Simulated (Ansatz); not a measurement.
Base system: PtSe₂ in the CdI2 type structure (space group P-3m1, No. 164; a = 3.7385 Å, c = 4.6350 Å; layered; relaxed with 0.1 eV smearing). Axes: x lies along a and z along c of the hexagonal cell.

Computed with PBEsol-D3(BJ) in Ansatz (plane waves to 420 eV, PAW, no spin-orbit coupling).

Strains are applied to the cell and any free atomic positions relax; under biaxial strain the out-of-plane vector relaxes too.

One change was made to it. Results:

```tsv
quantity	base	after
shortest interatomic distance	2.500 Å	2.512 Å
pressure (mean of the normal stresses, compression positive)	0.0 GPa	-2.1 GPa
```

Task: What was done to the base?
A) biaxial strain +1.50 %, plane normal [001], relaxed out of plane
B) biaxial strain +0.50 %, plane normal [001], relaxed out of plane
C) biaxial strain +2.50 %, plane normal [001], relaxed out of plane
D) biaxial strain +1.00 %, plane normal [001], relaxed out of plane
E) biaxial strain +3.00 %, plane normal [001], relaxed out of plane

Result: A, biaxial strain +1.50 %, plane normal [001], relaxed out of plane. For comparison, the pressure in the other runs: biaxial strain +1.00 %, plane normal [001], relaxed out of plane gives -1.4 GPa; biaxial strain +0.50 %, plane normal [001], relaxed out of plane gives -0.7 GPa; biaxial strain +2.50 %, plane normal [001], relaxed out of plane gives -3.4 GPa; biaxial strain +3.00 %, plane normal [001], relaxed out of plane gives -4.1 GPa.

Stability against distortions was not tested. All final runs are without spin polarisation.

Ansatz is a quantum-chemistry and plane-wave program.
